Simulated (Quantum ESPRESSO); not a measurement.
Worked example: self-consistent single point of CO2 (I-42d, 6 atoms in the cell) in Quantum ESPRESSO.

Level of theory: LDA (PZ), GBRV 1.5 ultrasoft (LDA) pseudopotentials (plane waves; Quantum ESPRESSO 7.5).

```xyz
6
Lattice="1.9994 -1.9994 3.0517 1.9994 1.9994 3.0517 -1.9994 -1.9994 3.0517" Properties=species:S:1:pos:R:3 pbc="T T T"
C     -1.9994     0.0000     1.5259
C      0.0000     0.0000     0.0000
O     -1.3388    -0.9997     2.2888
O     -0.9997     1.3388     3.8147
O     -0.6606     2.9991    -0.7629
O     -0.9997     0.6606     0.7629
```

Reference input (self-consistent single point, DFT, LDA (PZ), plane waves, GBRV 1.5 ultrasoft (LDA) pseudopotentials): ecutwfc = 40 Ry; ecutrho = 200 Ry; occupations = fixed; potentials = {C: c_lda_v1.2.uspp.F.UPF, O: o_lda_v1.2.uspp.F.UPF}; K_POINTS = automatic 6 6 6 0 0 0; nbnd = 20; conv_thr = 1e-10 Ry; mixing_beta = 0.7. This run's input differs from it in these lines:

```diff
@@ -13,4 +13,4 @@
     ntyp = 2
-    ecutwfc = 40
-    ecutrho = 200
+    ecutwfc = 32
+    ecutrho = 160
     occupations = 'fixed'
```

Output, abridged:

```
     Self-consistent Calculation

     iteration #  1     ecut=    32.00 Ry     beta= 0.70

     total energy              =    -151.72869178 Ry
     estimated scf accuracy    <       0.72390216 Ry

     iteration #  2     ecut=    32.00 Ry     beta= 0.70

     total energy              =    -151.92487745 Ry
     estimated scf accuracy    <       0.55439919 Ry

     iteration #  3     ecut=    32.00 Ry     beta= 0.70

     total energy              =    -152.02390028 Ry
     estimated scf accuracy    <       0.00264000 Ry

   [... 4 blocks of this kind left out ...]

     iteration #  8     ecut=    32.00 Ry     beta= 0.70

     total energy              =    -152.02575880 Ry
     estimated scf accuracy    <          2.5E-09 Ry

     iteration #  9     ecut=    32.00 Ry     beta= 0.70
     End of self-consistent calculation

     highest occupied, lowest unoccupied level (ev):     4.2042   11.5093

!    total energy              =    -152.02575880 Ry
     estimated scf accuracy    <          6.5E-11 Ry

     convergence has been achieved in   9 iterations

     Forces acting on atoms (cartesian axes, Ry/au):

     atom    1 type  1   force =     0.00000000    0.00000000    0.00000000
     atom    2 type  1   force =     0.00000000   -0.00000000    0.00000000
     atom    3 type  2   force =    -0.03341330    0.00000000   -0.00000000
     atom    4 type  2   force =     0.00000000    0.03341330    0.00000000
     atom    5 type  2   force =     0.03341330    0.00000000   -0.00000000
     atom    6 type  2   force =     0.00000000   -0.03341330    0.00000000

     Total force =     0.066827     Total SCF correction =     0.000018

          total   stress  (Ry/bohr**3)                   (kbar)     P=     -268.73
  -0.00181467  -0.00000000  -0.00000000         -266.95       -0.00       -0.00
  -0.00000000  -0.00181467   0.00000000           -0.00     -266.95        0.00
  -0.00000000   0.00000000  -0.00185100           -0.00        0.00     -272.29

   JOB DONE.
```

The run converged in 9 iterations. Against the reference run the free energy rises by 40.2 meV/atom, the pressure goes from -20.43 to -26.87 GPa, the largest force goes from 0.885 to 0.859 eV/Å and the gap on the mesh moves little (7.301 to 7.305 eV).

The starting cell comes from a database of computed structures (which also holds hypothetical and non-ambient phases and stackings), without a prior relaxation at this level. Its lattice was rescaled by a random factor within 2.5 % of one.
